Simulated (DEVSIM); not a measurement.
Structure: TaN/SiO2/n-Si capacitor, at 300 K.

Layer 1 from the left is SiO2, thickness (nm) 4.60. Layer 2 from the left is Si, thickness (nm) 4400, Nd (cm⁻³) 1.7e16.

Metal gate on the left, work function 4.4 eV. Fixed charge at the semiconductor interface 0 cm⁻² (in units of +e); no interface traps.

This is a model device: material constants are rounded textbook-type values typed into the input, and sizes, dopings and lifetimes were drawn at random. Values at 300 K.

SiO2: gap (eV) 9, affinity (eV) 0.9, permittivity 3.9. Si: gap (eV) 1.124, affinity (eV) 4.05, permittivity 11.7, Nc (cm⁻³) 2.86e19, Nv (cm⁻³) 3.1e19.

Estimate by hand the flat-band voltage, the threshold voltage, and compare with a numerical solution.


- Flat-band voltage: C = 0.751 μF/cm², work-function difference 0.158 V; VFB = φms − qNf/C = 0.16 V; numerical 0.16 V.
- Threshold voltage: φF = 0.369 V, depletion charge √(4εqNφF) = 6.45e-8 C/cm²; VT = VFB − 2φF − Qd/C = -0.67 V; numerical -0.67 V.

DEVSIM, 1D Poisson equation in equilibrium, Boltzmann statistics, complete ionisation; no quantum confinement or tunnelling. Metal contacts follow the ideal Schottky-Mott rule: no Fermi-level pinning, no interface dipoles.
